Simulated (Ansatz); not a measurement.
Start from ZrN in the rock salt structure (space group Fm-3m, No. 225; relaxed with 0.1 eV smearing).

```
ZrN
1.0
    0.00000     2.27627     2.27627
    2.27627     0.00000     2.27627
    2.27627     2.27627     0.00000
N Zr
1 1
Direct
  0.00000   0.00000   0.00000
  0.50000   0.50000   0.50000
```

Cartesian axes are those of the cell as printed.

All numbers come from DFT with PBEsol, PAW potentials and a 420 eV plane-wave cutoff in Ansatz (an electronic-structure program), without spin-orbit coupling.

Perturbation: every lattice vector is shortened by 1.10 %; the atoms relax in the strained cell.

### Question
Predict the stress tensor and what it implies for the stiffness.

### Answer
Stress of the strained cell less that of the base (GPa, compression positive):
```
    9.6     0.0     0.0
    0.0     9.6     0.0
    0.0     0.0     9.6
```

Then B = −ΔP/(ΔV/V₀) with ΔV/V₀ = -0.0326 gives secant stiffness values (nonlinear terms included at this strain): B ≈ 294 GPa.

As a check, the harmonic strain energy −½ V₀ Δσ:ε is 12 meV/atom; the computed energy rise is 11 meV/atom.

No phonon test of stability was made. The final runs are not spin-polarised.
